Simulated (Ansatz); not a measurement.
MgTe under a change: isotropic strain +1.00 %

Take MgTe in the zinc blende structure (space group F-43m, No. 216; a = 6.439 Å) as the base.

One thing is altered: the cell is scaled by 1.0100 in all directions, atoms relaxed at fixed cell.

The values are results of PBEsol (Ansatz, a program for electronic structure, PAW, no spin-orbit coupling), not measurements. Γ-centred 9×9×9 mesh, Fermi–Dirac width 0.05 eV.

| quantity | base | changed | shift |
|---|---|---|---|
| volume per atom | 33.38 Å³ | 34.39 Å³ | +1.01 Å³ |
| space group | F-43m (No. 216) | F-43m (No. 216) | – |
| shortest interatomic distance | 2.788 Å | 2.816 Å | +0.028 Å |
| energy relative to the base (free energy F) | 0 meV/atom | +3.3 meV/atom | +3.3 meV/atom |
| pressure | -0.01 GPa | -1.02 GPa | -1.01 GPa |
| band gap | 2.35 eV | 2.22 eV | -0.13 eV |
| gap character | direct at Γ | direct at Γ | – |
| mean gap deformation potential ΔEg/Δln V | – | -4.3 eV | – |
| electron mass | 0.16 mₑ (at Γ) | 0.16 mₑ (at Γ) | – |
| valley order (the lowest conduction-band minima on the path, energy above the VBM, named in the base's zone) | Γ 2.35 eV; X along ⟨100⟩ 2.71 eV; L along ⟨111⟩ 3.18 eV | Γ 2.22 eV; X along ⟨100⟩ 2.76 eV; L along ⟨111⟩ 3.10 eV | – |

Final structure:

```yaml
crystal:
  lattice:
    - [0.00000, 3.25184, 3.25184]
    - [3.25184, 0.00000, 3.25184]
    - [3.25184, 3.25184, 0.00000]
  atoms:
    - { symbol: Mg, position: [0.00000, 0.00000, 0.00000] }
    - { symbol: Te, position: [0.25000, 0.25000, 0.25000] }
```

With Te present, leaving out spin-orbit coupling can change the band edges. Effective masses come from finite differences of ±0.01 Å⁻¹. Whether these cells are dynamically stable was not tested.
